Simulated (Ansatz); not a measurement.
Input and output of a self-consistent single point for Ba4As2O (I4mm, 7 atoms in the cell) (Ansatz, an electronic-structure program).

Level of theory: PBEsol, harder PAW files (source: ansatz) made with PBE (plane waves; Ansatz).

```yaml
crystal:
  lattice:
    - [-2.59327, 2.59327, 8.67609]
    - [2.59327, -2.59327, 8.67609]
    - [2.59327, 2.59327, -8.67609]
  atoms:
    - { symbol: Ba, position: [0.67827, 0.67827, 0.00000] }
    - { symbol: Ba, position: [0.32461, 0.32461, 0.00000] }
    - { symbol: Ba, position: [0.50000, 0.00000, 0.50000] }
    - { symbol: Ba, position: [0.00000, 0.50000, 0.50000] }
    - { symbol: As, position: [0.86438, 0.86438, 0.00000] }
    - { symbol: As, position: [0.13562, 0.13562, 0.00000] }
    - { symbol: O, position: [0.50000, 0.50000, 0.00000] }
```

Reference input (self-consistent single point, DFT, PBEsol, plane waves, default PAW files made with PBE): basis.ecutwfc = 420 eV; kpoints.mp_grid.grid = 3 3 3; hamiltonian.xc = pbesol; hamiltonian.pseudopotentials = {kind: paw} (the program's default PAW files); scf.occupations.method = fixed. This run's input differs from it in these lines:

Ansatz 0.2 input:
```diff
@@ -14,3 +14,3 @@
 basis:
-  ecutwfc: 420.0
+  ecutwfc: 510.0
 kpoints:
@@ -19,3 +19,3 @@
   xc: pbesol
-  pseudopotentials: { kind: paw }
+  pseudopotentials: { kind: paw, source: ansatz }
 scf:
```

Log, with long lists cut:

```
SCF iter   1: F=—  HF=-33589.466575 eV  |F-HF|=—  |Δ(HF+E_count)|=         —  Δρ=8.78e-2  dr2=1.62e1  ethr=3.10e-3  ⟨swp⟩=5.2  Hψ=1082  notcnv=0  defer=29
all-band conjugate gradients solve this SCF's bands
   [... lines left out ...]
SCF iter   8: F=—  HF=-33586.410625 eV  |F-HF|=—  |Δ(HF+E_count)|=   2.06e-5  Δρ=4.77e-5  dr2=1.09e-5  ethr=9.42e-8  ⟨swp⟩=2.2  Hψ=473  notcnv=0  defer=29
SCF iter   9: F=—  HF=-33586.410622 eV  |F-HF|=—  |Δ(HF+E_count)|=   3.37e-6  Δρ=1.90e-5  dr2=8.00e-7  ethr=1.44e-8  ⟨swp⟩=2.0  Hψ=491  notcnv=0  defer=29
SCF iter  10: F=—  HF=-33586.410622 eV  |F-HF|=—  |Δ(HF+E_count)|=   2.05e-7  Δρ=7.57e-6  dr2=1.76e-7  ethr=1.32e-10  ⟨swp⟩=19.8  Hψ=1894  notcnv=0
SCF iter  11: F=-33586.410622 eV  HF=-33586.410622 eV  |F-HF|=2.33e-8  |Δ(HF+E_count)|=   1.01e-8  Δρ=2.33e-6  dr2=1.96e-8  ethr=1.32e-10  ⟨swp⟩=4.7  Hψ=908  notcnv=0
SCF 1 converged in 11 iterations: F = -33586.410622 eV  dr2 = 1.96e-8
Free energy (F): -33586.410622 eV
Internal energy: -33586.410622 eV  (E = F + TS)
E sigma→0 (E₀):  -33586.410622 eV
Fermi energy:    7.800275 eV
--- Forces (eV/Å), atoms counted from 1 ---
  atom   1  Ba    -0.00000000     0.00000000    -0.17907932
  atom   2  Ba     0.00000000     0.00000000     0.02294192
  atom   3  Ba     0.00000000     0.00000000     0.06457124
  atom   4  Ba    -0.00000000     0.00000000     0.06457124
  atom   5  As    -0.00000000    -0.00000000     0.08586103
  atom   6  As     0.00000000     0.00000000     0.00611077
  atom   7  O      0.00000000    -0.00000000    -0.06498256
--- Stress (GPa, compression-positive) ---
       -1.954266       0.000000      -0.000000
        0.000000      -1.954266      -0.000000
       -0.000000      -0.000000      -1.724203
  P = ⅓ Tr σ = -1.8776 GPa (-18.776 kbar)
  The stress holds the Pulay correction. Without it, at fixed plane waves, as pw.x and ABINIT print it: P = -3.7668 GPa
```

The run converged in 11 iterations. Against the reference run the pressure hardly changes (-1.89 to -1.88 GPa), the largest force hardly changes (0.180 to 0.179 eV/Å) and the gap on the mesh moves little (0.727 to 0.729 eV). The full log also holds: “WARN: iter 1: σ=0 fill of 38 bands saw a band overlap (occupied 8.5767 eV > unoccupied 8.5357 eV) — on an unconverged iterate often a transient of an (band_overlap_at_count)”.

The starting cell comes from a database of computed structures (which also holds hypothetical and non-ambient phases and stackings), without a prior relaxation at this level. Its lattice was rescaled by up to half a per cent. One atom was moved a little off its site on purpose. Ansatz's pressure includes its estimate of the finite-basis (Pulay) stress. Without the estimate this run gives -3.77 GPa. The cutoff lies below the one recommended for these files.
